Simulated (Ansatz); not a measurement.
Defect: interstitial O in rock-salt CaO, charge state -2. All values below come from PBE, PAW (plane waves to 420 eV; Ansatz, a quantum-chemistry and plane-wave program).

Cell of 64 host sites held at the relaxed PBE lattice; the Γ point alone; Fermi-Dirac width 0.01 eV, spin-restricted; finite-size errors left in. Static, classical nuclei. The charge state is imposed; whether it is stable for some Fermi level was not computed. Sites that were not tried may lie lower.

Barriers: single points on a 2×2×2 k-point mesh shifted by half a step at the bands' geometries (they differ from the bands' own by up to 0.08 eV, and are uncertain by about as much).

Relaxed starting cell (atoms counted from 1):

```
CELL_PARAMETERS angstrom
      9.66247     0.00000     0.00000
      0.00000     9.66247     0.00000
      0.00000     0.00000     9.66247
ATOMIC_POSITIONS crystal
  Ca 0.00001 0.00046 0.00091
  Ca 0.99782 0.99828 0.50236
  Ca 0.99781 0.50190 0.99874
  Ca 0.00008 0.49961 0.50008
  Ca 0.50145 0.99826 0.99873
  Ca 0.49915 0.00054 0.50008
  Ca 0.49917 0.49963 0.00101
  Ca 0.49883 0.49929 0.49975
  O  0.27686 0.97241 0.97290
  O  0.24999 0.99930 0.50065
  O  0.24999 0.50018 0.99977
  O  0.24972 0.50476 0.50522
  O  0.74912 0.99931 0.99977
  O  0.74455 0.99956 0.50521
  O  0.74455 0.50475 0.00004
  O  0.74888 0.50041 0.50088
  Ca 0.00004 0.24927 0.24973
  Ca 0.99780 0.25149 0.74834
  Ca 0.99781 0.74788 0.25195
  Ca 0.00007 0.75014 0.75060
  Ca 0.50143 0.25149 0.25196
  Ca 0.49917 0.24923 0.75060
  Ca 0.49916 0.75014 0.24969
  Ca 0.49882 0.75047 0.75094
  O  0.27682 0.27730 0.27778
  O  0.24998 0.25045 0.75005
  O  0.24998 0.74957 0.25092
  O  0.24972 0.74499 0.74546
  O  0.74911 0.25045 0.25092
  O  0.74455 0.25019 0.74548
  O  0.74456 0.74502 0.25067
  O  0.74889 0.74935 0.74982
  Ca 0.24885 0.00045 0.24975
  Ca 0.25103 0.99826 0.74832
  Ca 0.25102 0.50190 0.25195
  Ca 0.24875 0.49963 0.75060
  Ca 0.74741 0.99828 0.25195
  Ca 0.74968 0.00054 0.75061
  Ca 0.74969 0.49961 0.24968
  Ca 0.75000 0.49929 0.75093
  O  0.97203 0.97252 0.27774
  O  0.99885 0.99931 0.75004
  O  0.99885 0.50019 0.25092
  O  0.99910 0.50475 0.74548
  O  0.49973 0.99931 0.25091
  O  0.50430 0.99957 0.74546
  O  0.50429 0.50475 0.25066
  O  0.49995 0.50041 0.74981
  Ca 0.24888 0.24933 0.00089
  Ca 0.25101 0.25148 0.50237
  Ca 0.25102 0.74784 0.99874
  Ca 0.24875 0.75014 0.50009
  Ca 0.74739 0.25148 0.99875
  Ca 0.74969 0.24921 0.50007
  Ca 0.74968 0.75014 0.00101
  Ca 0.75000 0.75047 0.49976
  O  0.97199 0.27729 0.97296
  O  0.99884 0.25046 0.50066
  O  0.99885 0.74957 0.99978
  O  0.99910 0.74502 0.50521
  O  0.49972 0.25045 0.99978
  O  0.50429 0.25019 0.50522
  O  0.50431 0.74499 0.00005
  O  0.49995 0.74935 0.50088
  O  0.12449 0.12487 0.12528
```
Cell charge -2.

End state 1 differs by these moves (Å; atoms that move under 0.08 Å are left out):

```csv
atom,element,Δx,Δy,Δz
9,O,0.00,0.00,0.53
12,O,0.00,0.00,-0.10
14,O,0.00,0.00,-0.10
25,O,-0.26,-0.26,-0.26
26,O,0.26,0.26,-0.26
41,O,0.26,0.26,-0.26
42,O,-0.26,-0.26,-0.26
57,O,0.00,0.00,0.53
60,O,0.00,0.00,-0.10
62,O,0.00,0.00,-0.10
65,O,0.00,0.00,-2.42
```

Question: What forward and backward barriers to end state 1 does PBE, PAW give?

Answer: forward 1.24 eV, backward 1.24 eV; at the saddle point atom 65 has neighbours 2 Ca at 2.02, Ca at 2.63; 2 O at 2.44 Å. The saddle point's order was not checked, and it lies on a symmetry element of the cell, where a band can be held.
